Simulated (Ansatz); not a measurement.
Amorphous Hf18O38Ti, 57 atoms at 8.71 g/cm³, one PBE-relaxed geometry, zone centre. Methods: PBE, scalar-relativistic without spin-orbit coupling (Ansatz, a program for electronic structure); r2SCAN, scalar-relativistic without spin-orbit coupling (Ansatz); HSE06, scalar-relativistic without spin-orbit coupling (Ansatz). Plane waves to 420 eV (r2SCAN 500 eV); exact exchange is cut at the cell's faces. At PBE the levels at both edges of the gap are localised (band-tail or defect states), and the nearest spread-out levels lie 4.0 eV apart at the zone centre. All rungs ran without spin polarisation.

A CHGNet melt-quench gave the starting glass, which DFT then relaxed. O atoms were pushed apart under 1.9 Å during the dynamics, to hinder bonds among them. The hot cell started wider than the set density and was brought back towards it in steps. It is the lowest in DFT energy of 2 quenches. It is a model cell: composition and starting density were chosen by hand, and all elements were melted together. No dispersion term was used. Its density started from a set value of 8.71 and ended at 8.71 g/cm³. Cooling (nominally 300 K/ps over its main leg) ran many orders faster than in experiment, which tends to leave more defects and strain. A cell of this size samples the disorder only roughly. The volume was held where the preparation left it and the shape relaxed, at a PBE pressure of 2.1 GPa. Stress components on the final sampling reach 2.3 GPa. On a 2×2×2 Γ-centred mesh force components of up to 0.14 eV/Å stay, since the relaxation ran on the zone centre alone.

The relaxation ran on the zone centre alone. At PBE the gap between localised states is 3.00 eV on a 2×2×2 Γ-centred mesh, and the spacing at the zone centre alone 3.01 eV.

Problem. What zone-centre spacing does r2SCAN give, roughly?

Solution. 3.36 eV (+0.36 eV against PBE).

Problem. What zone-centre spacing does HSE06 give, roughly?

Solution. 4.64 eV (+1.63 eV against PBE).

The highest filled and the lowest empty state spread over these numbers of atoms (participation numbers): PBE: 6.2 and 2.2; r2SCAN: 6.2 and 2.1; HSE06: 6.5 and 2.3.
